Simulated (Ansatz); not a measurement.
Band structure of RbMg₆Zr (Amm2, 8 atoms in the cell).

```yaml
crystal:
  lattice:
    - [5.25008, 0.00000, 0.00000]
    - [0.00000, 3.42191, 5.82810]
    - [0.00000, -3.42191, 5.82810]
  atoms:
    - { symbol: Rb, position: [0.50000, 0.58578, 0.58578] }
    - { symbol: Mg, position: [0.00000, 0.93877, 0.40149] }
    - { symbol: Mg, position: [0.00000, 0.40149, 0.93877] }
    - { symbol: Mg, position: [0.00000, 0.40094, 0.40094] }
    - { symbol: Mg, position: [0.50000, 0.60530, 0.07648] }
    - { symbol: Mg, position: [0.50000, 0.07648, 0.60530] }
    - { symbol: Mg, position: [0.50000, 0.07528, 0.07528] }
    - { symbol: Zr, position: [0.00000, 0.91594, 0.91594] }
```

Method: PBEsol, PAW files made with PBE (plane waves; Ansatz, a first-principles code).

Settings: basis.ecutwfc = 30.9 Ry; kpoints.mp_grid.grid = 4 3 3; hamiltonian.xc = pbesol; hamiltonian.pseudopotentials = {kind: paw} (the program's default PAW files); scf.occupations.method = fermi_dirac; scf.occupations.width = 0.0073 Ry; kpoints.band_path.npoints = 8.

The starting cell comes from a database of computed structures (which also holds hypothetical and non-ambient phases and stackings), without a prior relaxation at this level.

Levels in eV from the Fermi level, bands 37 to 44:
```
point     37     38     39     40     41     42    43    44
-----  -----  -----  -----  -----  -----  -----  ----  ----
Γ      -1.33  -1.10  -0.95  -0.45   0.13   0.15  0.51  1.67
X      -0.93  -0.71  -0.37  -0.08   0.47   0.54  0.72  0.74
S      -0.81  -0.68  -0.13  -0.08   0.28   0.40  0.74  0.96
R      -1.54  -1.54  -1.16  -0.87   0.03   0.60  0.92  1.08
A      -2.41  -2.29  -0.27  -0.08   0.03   0.51  0.73  1.17
Z      -1.41  -1.35  -0.80  -0.37  -0.30  -0.23  0.26  0.33
Y      -0.79  -0.65  -0.17  -0.11   0.32   0.38  0.73  1.01
X1     -0.93  -0.71  -0.37  -0.08   0.47   0.54  0.72  0.74
A1     -2.41  -2.29  -0.27  -0.08   0.03   0.51  0.73  1.17
T      -1.62  -1.61  -1.17  -0.89   0.03   0.60  0.96  1.12
```

Bands cross the Fermi level along this path, so the cell is metallic at this level.

Keys are those of Ansatz 0.2.
